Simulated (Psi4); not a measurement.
Psi4 1.11, WB97X/def2-svpd: Zr(F)3(NH2) ([NH2][Zr]([F])([F])[F]), 7 atoms. The geometry is a generated start, not checked to be a minimum at this level.

task: energy
method: wb97x
basis: def2-svpd
memory: 3 GB
maxiter: 100
keys of the molecule block: symmetry c1
scf_type: df (default)
e_convergence: 1e-06 (default)
d_convergence: 1e-06 (default)
dft_radial_points: 75 (default)
dft_spherical_points: 302 (default)
effective core potentials: those of the basis set, past Kr
basis functions: 139
grid points: 152868

```xyz
7

Zr     0.3235     0.7043    -0.0367
F      2.1288     0.7205    -0.4863
F     -0.1027     1.6820     1.4858
F     -0.6906     1.2957    -1.4740
N     -0.2743    -1.1839     0.2688
H     -0.2121    -1.8640    -0.5037
H     -1.1725    -1.3545     0.7462
```

Charge 0 and multiplicity 1 are set for this test and not shown to be the ground state.

With the defaults (diis = true, scf_initial_accelerator = adiis, damping_percentage = 0, soscf = false, soscf_start_convergence = 0.01, guess = auto, which took SAD, diis_max_vecs = 10, diis_start = 1) it converges in 9 SCF iterations. One run each on 2 threads, with these changes:
- diis_start = 4
- soscf = true, soscf_start_convergence = 0.1
- guess = huckel
- guess = core
- soscf = true
- diis = false, scf_initial_accelerator = none, damping_percentage = 60
- guess = sapgau
- damping_percentage = 60
- diis_max_vecs = 6

Question: Which of these changes keep the SCF from converging, or lead it to another solution?

Answer: No convergence: diis = false, scf_initial_accelerator = none, damping_percentage = 60 (the run ends without SCF convergence in 100 iterations). The rest reach the solution of the defaults.

```tsv
setting	SCF iterations	JK calls	end
soscf = true, soscf_start_convergence = 0.1	6	22	same solution
soscf = true	7	23	same solution
the defaults	9	10	same solution
diis_max_vecs = 6	10	11	same solution
guess = huckel	11	42	same solution
guess = core	13	13	same solution
diis_start = 4	13	14	same solution
guess = sapgau	20	20	same solution
damping_percentage = 60	88	89	same solution
diis = false, scf_initial_accelerator = none, damping_percentage = 60	100	101	no convergence
```

An SOSCF iteration holds several JK calls; a Hückel guess adds calls on atoms.
